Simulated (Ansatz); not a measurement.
Consider GaAs in the zinc blende structure (space group F-43m, No. 216).

```
CELL_PARAMETERS angstrom
      0.00000     2.83335     2.83335
      2.83335     0.00000     2.83335
      2.83335     2.83335     0.00000
ATOMIC_POSITIONS crystal
  Ga 0.00000 0.00000 0.00000
  As 0.25000 0.25000 0.25000
```

Cartesian axes are those of the cell as printed.

Computed with Ansatz (a program for electronic structure) r2SCAN, spin-orbit coupling left out.

Strains are applied to the cell and any free atomic positions relax; under biaxial strain the out-of-plane vector relaxes too.

One change was made to it. Results:

The band gap goes up by 0.15 eV to 1.11 eV; the valence-band top at Γ (three highest levels, from the VBM) changes from 0.00, 0.00, 0.00 eV to 0.00, 0.00, -0.34 eV; the energy rises by 16 meV/atom.

**Question.** Which of these changes matches the shifts?
A. biaxial strain −0.83 %, plane normal [111], relaxed out of plane
B. biaxial strain −1.25 %, plane normal [111], relaxed out of plane
C. biaxial strain −2.50 %, plane normal [111], relaxed out of plane
D. biaxial strain −0.42 %, plane normal [111], relaxed out of plane
E. biaxial strain −1.67 %, plane normal [111], relaxed out of plane

**Answer.** C, biaxial strain −2.50 %, plane normal [111], relaxed out of plane. For comparison, the valence-band top at Γ in the other runs: biaxial strain −1.25 %, plane normal [111], relaxed out of plane gives 0.00, 0.00, -0.15 eV; biaxial strain −1.67 %, plane normal [111], relaxed out of plane gives 0.00, 0.00, -0.21 eV; biaxial strain −0.42 %, plane normal [111], relaxed out of plane gives 0.00, 0.00, -0.05 eV; biaxial strain −0.83 %, plane normal [111], relaxed out of plane gives 0.00, 0.00, -0.10 eV.

Whether these cells are dynamically stable was not tested.
